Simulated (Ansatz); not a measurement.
For PbTe (model structure, started from the litharge type, P4/nmm, No. 129, 4 atoms in the cell), PBE (PAW; Ansatz, a program for electronic structure) gives:

- lattice constant a = 5.666 Å
- lattice parameter c = 4.328 Å
- enthalpy of formation = -0.210 eV/atom

Problem. What does PBE-D3(BJ) (plane waves, PAW; Ansatz) give for the same quantities?

Solution. 
- lattice constant a: 5.687 Å (increases by 0.4 %)
- lattice parameter c: 4.233 Å (falls by 2.2 %)
- formation enthalpy: -0.200 eV/atom (moves by +0.010 eV/atom)

Changes are worked out from the printed values.

Unless a cell is named, each level is at its own relaxed cell (PBE 34.74, PBE-D3(BJ) 34.23 Å³/atom).

Levels without +SOC leave out spin–orbit coupling, which shifts energies and cells of such heavy elements.

Caveats: a distance lies near a switch of the dispersion term, which can move the cell (PBE-D3(BJ)). Ansatz's density-functional and Hartree–Fock values are scalar-relativistic unless marked +SOC, with PAW data made under PBE.

A model structure was made by putting elements into a prototype or built by hand; it is no filed structure, need not be a known phase, and can be a saddle point held by its symmetry.
